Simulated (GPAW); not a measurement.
Band structure of AgBr (Fm-3m, 2 atoms in the cell).

```
AgBr
1.0
    0.00000     2.89217     2.89217
    2.89217     0.00000     2.89217
    2.89217     2.89217     0.00000
Ag Br
1 1
Direct
  0.00000   0.00000   0.00000
  0.50000   0.50000   0.50000
```

Level of theory: PBE, LCAO dzp, GPAW PAW datasets PBE (gpaw-data 1.0.1) (GPAW).

Settings: mode = lcao; h = 0.18 Å; basis = dzp; xc = PBE; kpts = 5 5 5; mesh shift (steps) = 0 0 0; occupations.name = fermi-dirac; occupations.width = 0 eV; convergence.density = 1e-05 e/electron; symmetry.symmorphic = false; symmetry.tolerance = 0.0005; maxiter = 150; bandpath_npoints = 50.

The starting cell comes from a database of computed structures (which also holds hypothetical and non-ambient phases and stackings), without a prior relaxation at this level. Values carry the incompleteness of an atom-centred basis.

Predict the gap along the standard path and the places of the band edges.

The gap along the path is 0.66 eV, from L to Γ; the smallest direct gap on it is 2.56 eV.

Levels in eV from the top of the valence band on the SCF mesh, bands 9 to 13:
| point | 9 | 10 | 11 | 12 | 13 |
|---|---|---|---|---|---|
| Γ | -2.43 | -1.77 | -1.77 | -1.77 | 0.79 |
| X | -2.35 | -2.12 | -2.12 | -2.03 | 1.83 |
| W | -2.11 | -2.02 | -2.02 | -1.30 | 3.93 |
| K | -2.15 | -1.96 | -1.77 | -1.01 | 3.17 |
| L | -2.20 | -1.89 | 0.14 | 0.14 | 3.99 |
| U | -2.15 | -1.96 | -1.77 | -1.01 | 3.17 |

Higher empty bands are left out: an atom-centred basis made for the valence describes them poorly.
